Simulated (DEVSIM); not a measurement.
Device: abrupt Si p-n junction, at 250 K.

Layer 1 from the left is Si, thickness (μm) 0.170, Na (cm⁻³) 5e17, τn (s) 1.8e-6, τp (s) 1.8e-6. Layer 2 from the left is Si, thickness (μm) 160, Nd (cm⁻³) 2.9e14, τn (s) 1.8e-6, τp (s) 1.8e-6.

Left contact: ohmic. Right contact: ohmic. Voltage is applied to the left contact. Recombination: SRH at mid-gap, Auger. Mobility is μmin + (μ − μmin)/(1 + (N/Nref)^α).

This is a model device: material constants are rounded textbook-type values typed into the input, and sizes, dopings and lifetimes were drawn at random. Values at 300 K; Nc and Nv go as T^1.5, mobilities as T to minus their exponent, the gap by Varshni's rule with the affinity fixed.

Si: gap (eV) 1.124, affinity (eV) 4.05, permittivity 11.7, Nc (cm⁻³) 2.86e19, Nv (cm⁻³) 3.1e19, μn (cm²/Vs) 1417, μp (cm²/Vs) 470, μn,min 52, μp,min 45, Nref,n 9.7e16, Nref,p 2.2e17, αn 0.68, αp 0.72, T exponent of μn 2.3, T exponent of μp 2.2, Cn (cm⁶/s) 2.8e-31, Cp (cm⁶/s) 9.9e-32, Varshni α (eV/K) 0.000473, Varshni β (K) 636.

DEVSIM, 1D drift-diffusion, Boltzmann statistics, complete ionisation; no tunnelling, impact ionisation, image-force lowering or self-heating.

Dark forward current:

```tsv
|V| (V)	|J| (A/cm²)
0.05	1.174e-10
0.10	4.852e-10
0.15	1.724e-9
0.20	6.012e-9
0.25	2.151e-8
0.30	8.329e-8
0.35	3.813e-7
0.40	2.259e-6
0.45	1.725e-5
0.50	0.0001544
0.55	0.001471
0.60	0.01305
0.65	0.07841
0.70	0.2920
0.75	0.8094
0.80	1.809
0.85	3.418
0.90	5.704
0.95	8.704
1.00	12.44
1.05	16.92
1.10	22.14
1.15	28.12
1.20	34.85
1.25	42.32
1.30	50.54
```

Task: Work out the local ideality factor n = ΔV / (kT/q · ln(J2/J1)) between the rows 0.10 and 0.15 V, 0.50 and 0.55 V, 1.25 and 1.30 V.

Result: kT/q = 21.54 mV. From 0.10 to 0.15 V: ln(1.724e-9/4.852e-10) = 1.268, n = 1.83. From 0.50 to 0.55 V: ln(0.001471/0.0001544) = 2.254, n = 1.03, near the 1 of diffusion or emission over a barrier. From 1.25 to 1.30 V: ln(50.54/42.32) = 0.178, n = 13.08.

Task: Estimate the current at 0.50 V from the Shockley equation with J0 = Σ q ni² D/(N L) coth(W/L), τ joining the SRH, radiative and Auger lifetimes that are on, and W taken as the whole layer.

Result: ni² = 6.36e15 cm⁻⁶; electrons in the p layer: μ = 592 cm²/Vs, D = 12.7 cm²/s, τ = 1.72e-6 s, L = 46.9 μm, W/L = 0.0036, term 1.53e-15 A/cm²; holes in the n layer: μ = 697 cm²/Vs, D = 15.0 cm²/s, τ = 1.80e-6 s, L = 52.0 μm, W/L = 3.1, term 1.02e-14 A/cm². J0 = 1.17e-14 A/cm², and J = J0 exp(qV/kT) = 0.000141 A/cm². The simulation gives 0.000154 A/cm²; the estimate lies 8.5 % below. The estimate leaves out recombination in the depletion region and that region's share of W.
